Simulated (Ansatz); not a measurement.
## Pressure series in InSe

Take InSe in the beta-GaS type structure (space group P6_3/mmc, No. 194; a = 4.016 Å, c = 16.926 Å; layered, stacked along the Cartesian z axis) as the base.

Cell and atoms are relaxed at each pressure.

Method: r2SCAN+rVV10 in Ansatz (plane waves to 500 eV, PAW, no SOC), earlier PAW set.

Computed cases, in order: pressure −1 GPa; 0 GPa (base); pressure 0.9 GPa; pressure 2.1 GPa; pressure 4.5 GPa; pressure 22.5 GPa; pressure 30 GPa.

Problem. Between which two neighbouring cases does the band gap open or close?

Solution. Between pressure 22.5 GPa (0.22 eV) and pressure 30 GPa (zero). The whole series: pressure −1 GPa: 0.96 eV; 0 GPa (base): 0.85 eV; pressure 0.9 GPa: 0.87 eV; pressure 2.1 GPa: 0.94 eV; pressure 4.5 GPa: 1.12 eV; pressure 22.5 GPa: 0.22 eV; pressure 30 GPa: zero.

The mesh was chosen for an insulator and is coarse for the gapless case. Load acts through the strain it causes; cell and atoms are relaxed under it. Stability against distortions was not tested. Competing high-pressure phases were not computed. All final runs are without spin polarisation. The zero or small gap of InSe under pressure 22.5 GPa and InSe under pressure 30 GPa can change with the level of theory.

Ansatz is a quantum-chemistry and plane-wave program.
